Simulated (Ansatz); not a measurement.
Given:

```
CELL_PARAMETERS angstrom
      3.90044     0.00000     0.00000
      0.00000     3.90044     0.00000
      1.95022    -1.95022     2.75802
ATOMIC_POSITIONS crystal
  Ca 0.00000 0.00000 0.00000
  F  0.25000 0.25000 0.50000
  F  0.75000 0.75000 0.50000
```

Space group of this cell: Fm-3m, fluorite. The cell is taken as given; by r2SCAN its mean pressure is -3.4 GPa.

The current runs along the normal of the first two printed vectors, the (001) plane. All runs by Ansatz (a program for electronic structure), plane waves and PAW, without spin-orbit coupling; the base is r2SCAN.

```json
[
 {"run": "base", "mean pressure (GPa)": "-3.4", "gap (eV)": "7.78", "mid-gap κ (1/Å)": "0.543"},
 {"run": "all lengths scaled by 0.98", "mean pressure (GPa)": "1.7", "gap (eV)": "(withheld)", "mid-gap κ (1/Å)": "(withheld)"},
 {"run": "all lengths scaled by 1.02", "mean pressure (GPa)": "-7.2", "gap (eV)": "7.45", "mid-gap κ (1/Å)": "0.537"},
 {"run": "lengths across the current scaled by 0.98, ions clamped", "mean pressure (GPa)": "-0.2", "gap (eV)": "(withheld)", "mid-gap κ (1/Å)": "(withheld)"},
 {"run": "lengths across the current scaled by 1.02, ions clamped", "mean pressure (GPa)": "-6.1", "gap (eV)": "7.48", "mid-gap κ (1/Å)": "0.538"},
 {"run": "lengths along the current scaled by 0.97, ions clamped", "mean pressure (GPa)": "-1.0", "gap (eV)": "7.82", "mid-gap κ (1/Å)": "0.545"},
 {"run": "lengths along the current scaled by 1.03, ions clamped", "mean pressure (GPa)": "-5.5", "gap (eV)": "(withheld)", "mid-gap κ (1/Å)": "(withheld)"}
]
```

Q: Fill in the missing entries.

A: 
- all lengths scaled by 0.98, gap (eV): 8.14
- all lengths scaled by 0.98, mid-gap κ (1/Å): 0.550
- lengths across the current scaled by 0.98, ions clamped, gap (eV): 7.97
- lengths across the current scaled by 0.98, ions clamped, mid-gap κ (1/Å): 0.547
- lengths along the current scaled by 1.03, ions clamped, gap (eV): 7.54
- lengths along the current scaled by 1.03, ions clamped, mid-gap κ (1/Å): 0.540
